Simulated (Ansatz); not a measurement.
**Carrier properties of MgO under load (space group R-3m)**

```yaml
crystal:
  lattice:
    - [-0.01505, 2.10874, 2.10874]
    - [2.10874, -0.01505, 2.10874]
    - [2.10874, 2.10874, -0.01505]
  atoms:
    - { symbol: Mg, position: [0.00000, 0.00000, 0.00000] }
    - { symbol: O, position: [0.50000, 0.50000, 0.50000] }
```

Computed with r2SCAN, rigid bands (plane waves, PAW, scalar-relativistic; Ansatz, an electronic-structure program). Condition of this run: biaxial stress in (111) of -3 GPa (compression positive) (the target of the relaxation). Geometry: cell and atoms relaxed with PBEsol, then loaded as said.

```
Quantity                                                                                                                                                       Value
---------------------------------------------------------------------------------------------------------------------------------------  ---------------------------
band gap                                                                                                                                                     5.43 eV
electron conductivity mass (300 K, dilute)                                                                                                                   0.37 mₑ
hole conductivity mass (300 K, dilute)                                                                                                                       1.80 mₑ
effective density of states N_c (300 K)                                                                                                                  5.7e18 cm⁻³
effective density of states N_v (300 K)                                                                                                                  9.1e19 cm⁻³
density-of-states mass, electrons                                                                                                                            0.37 mₑ
density-of-states mass, holes                                                                                                                                 2.4 mₑ
Seebeck coefficient, n-type 1e19 cm⁻³, 300 K                                                                                                               -177 μV/K
best n-type power factor at 300 K for τ = 10 fs (best axis; densities from 1e16 to 1e21 cm⁻³ tried, whether or not they can be reached)  2.4 μW/(cm·K²) at 3e19 cm⁻³
Seebeck coefficient, p-type 1e19 cm⁻³, 300 K                                                                                                                444 μV/K
```

Rigid bands; masses and Seebeck coefficients take one relaxation time τ for all states and one kind of carrier; polarons and phonon drag are left out. Spin-orbit coupling is left out. Geometry: cell and atoms relaxed with PBEsol.
